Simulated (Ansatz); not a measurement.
**BAs: biaxial strain −1.67 %, plane normal [111], relaxed out of plane**

The reference is BAs in the zinc blende structure (space group F-43m, No. 216; a = 4.7839 Å). Axes: x, y, z lie along the cube axes.

Perturbation: compressive biaxial strain of 1.67 % in the plane normal to [111], as in epitaxy on a mismatched substrate; the out-of-plane cell vector and the atoms relax.

Calculations: r2SCAN in Ansatz (plane waves to 500 eV, PAW, without spin-orbit coupling). k-mesh 12×12×12 (Γ-centred); smearing 0.05 eV (Fermi–Dirac).

The space group becomes R3m (No. 160) (base: F-43m (No. 216)) and the shortest interatomic distance decreases by 0.0265 Å to 2.045 Å. The energy rises by 9.4 meV/atom and the pressure (mean of the normal stresses, compression positive) goes from zero to 4.56 GPa. The band gap drops by 0.11 eV (1.38 eV → 1.27 eV) and the gap character comes out as indirect, Γ → F–Γ (18 % along). The smallest direct gap falls by 0.29 eV (3.44 eV → 3.15 eV) and the valence-band top at Γ (three highest levels, from the VBM) changes from 0.00, 0.00, 0.00 eV to 0.00, 0.00, -0.19 eV. The out-of-plane strain amounts to +0.36 % and the ratio −ε⊥/ε∥ is 0.21. The mean in-plane stress (compression positive) is +6.8 GPa.

Cost of the whole job for the changed cell (relaxation, final SCF and bands): roughly 70 core-seconds.

No phonon test of stability was made. Labels are those of the standard path for the cell's own space group.

Ansatz is a program for electronic structure.
